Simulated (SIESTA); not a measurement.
SIESTA run on La₄CdPd (F-43m, 24 atoms in the cell): self-consistent single point.

Method: SIESTA with GGA PBEsol, numerical atomic orbitals DZP, PseudoDojo PBEsol standard norm-conserving potentials (rewritten from UPF to PSML).

```
CELL_PARAMETERS angstrom
      0.00000     7.20510     7.20510
      7.20510     0.00000     7.20510
      7.20510     7.20510     0.00000
ATOMIC_POSITIONS crystal
  La 0.10053 0.10053 0.10053
  La 0.69841 0.10053 0.10053
  La 0.10053 0.10053 0.69841
  La 0.10053 0.69841 0.10053
  La 0.55589 0.94411 0.94411
  La 0.55589 0.94411 0.55589
  La 0.94411 0.55589 0.55589
  La 0.94411 0.55589 0.94411
  La 0.55589 0.55589 0.94411
  La 0.94411 0.94411 0.55589
  La 0.68626 0.31374 0.31374
  La 0.68626 0.31374 0.68626
  La 0.31374 0.68626 0.68626
  La 0.31374 0.68626 0.31374
  La 0.68626 0.68626 0.31374
  La 0.31374 0.31374 0.68626
  Cd 0.32883 0.32883 0.32883
  Cd 0.01351 0.32883 0.32883
  Cd 0.32883 0.32883 0.01351
  Cd 0.32883 0.01351 0.32883
  Pd 0.89321 0.89321 0.89321
  Pd 0.32037 0.89321 0.89321
  Pd 0.89321 0.89321 0.32037
  Pd 0.89321 0.32037 0.89321
```

Reference input (self-consistent single point, DFT, GGA PBEsol, numerical atomic orbitals DZP, PseudoDojo PBEsol standard norm-conserving potentials (rewritten from UPF to PSML)): XC.functional = GGA; XC.authors = PBEsol; potentials = PseudoDojo PBEsol standard; PAO.BasisSize = DZP; PAO.EnergyShift = 0.005 Ry; MeshCutoff = 300 Ry; kgrid.MonkhorstPack = 3 3 3; OccupationFunction = FD; ElectronicTemperature = 0.05 eV; MaxSCFIterations = 150; SCF.Mixer.Method = Pulay; SCF.Mixer.Weight = 0.1. This run's input differs from it in these lines:

```diff
@@ -55,4 +55,5 @@
 %endblock kgrid.MonkhorstPack
-OccupationFunction           FD
-ElectronicTemperature        0.05 eV
+OccupationFunction           MP
+OccupationMPOrder            0
+ElectronicTemperature        0.1 eV
```

Output, abridged:

```
        iscf     Eharris(eV)        E_KS(eV)     FreeEng(eV)     dDmax    Ef(eV) dHmax(eV)
   scf:    1   -48756.914158   -48987.864489   -48987.959096  1.628155 -5.037482 21.631673
   scf:    2   -49042.535911   -49023.718843   -49023.824976  0.348312 -5.056572  9.833033
   scf:    3   -49032.088021   -49029.294308   -49029.406067  0.201589 -5.045811  3.937997
   scf:    4   -49031.434581   -49030.481757   -49030.590832  0.073267 -5.067044  1.704894
   scf:    5   -49031.509062   -49031.139206   -49031.244836  0.085861 -5.114855  0.368523
   scf:    6   -49031.231428   -49031.191299   -49031.298382  0.018075 -5.136686  0.169983
   [... lines left out ...]
   scf:    8   -49031.204184   -49031.203459   -49031.311873  0.002734 -5.151033  0.032096
   scf:    9   -49031.204414   -49031.204257   -49031.312607  0.006724 -5.151888  0.055047
   scf:   10   -49031.205029   -49031.204715   -49031.312856  0.001646 -5.151972  0.006512
   scf:   11   -49031.204806   -49031.204762   -49031.312869  0.000491 -5.151941  0.003464
   scf:   12   -49031.204838   -49031.204800   -49031.312878  0.000346 -5.151947  0.003207
   scf:   13   -49031.205017   -49031.204910   -49031.312894  0.001014 -5.151979  0.000603
   scf:   14   -49031.204926   -49031.204918   -49031.312894  0.000059 -5.151984  0.000330
SCF Convergence by DM+H criterion
max |DM_out - DM_in|         :     0.0000592067
max |H_out - H_in|      (eV) :     0.0003303852
SCF cycle converged after 14 iterations

Using DM_out to compute the final energy and forces

siesta: E_KS(eV) =           -49031.2049

siesta: E_KS - E_eggbox =    -49031.2049

siesta: Atomic forces (eV/Ang):
     1    0.038052    0.038052    0.038052
     2    0.038015   -0.038050   -0.038050
     3   -0.038050   -0.038050    0.038015
   [... 21 lines left out ...]
   Tot    0.000007    0.000007    0.000007
   Max    0.064139
   Res    0.037728    sqrt( Sum f_i^2 / 3N )
   Max    0.064139    constrained

Stress tensor Voigt[x,y,z,yz,xz,xy] (kbar):       12.00       12.00       12.00       -0.07       -0.07       -0.07
(Free)E + p*V (eV/cell)   -49036.9171
Target enthalpy (eV/cell)   -49031.3129

   [... lines left out ...]
siesta: FreeEng =    -49031.312894
   [... lines left out ...]
siesta:     0.007491   -0.000045   -0.000045
siesta:    -0.000045    0.007491   -0.000045
siesta:    -0.000045   -0.000045    0.007491

siesta: Cell volume =        748.083428 Ang**3

siesta: Pressure (static):
siesta:                Solid            Molecule  Units
siesta:          -0.00008159         -0.00008153  Ry/Bohr**3
siesta:          -0.00749145         -0.00748578  eV/Ang**3
siesta:         -12.00261877        -11.99354914  kBar
```

The run converged in 14 iterations. Against the reference run the free energy goes up by 1.5 meV/atom, the pressure hardly changes (-1.19 to -1.20 GPa) and the largest force goes from 0.115 to 0.111 eV/Å.

The starting cell comes from a database of computed structures (which also holds hypothetical and non-ambient phases and stackings), without a prior relaxation at this level. Spin polarisation is off. Values carry the incompleteness of an atom-centred basis.

Cost on one core of a shared machine: roughly 7 min.
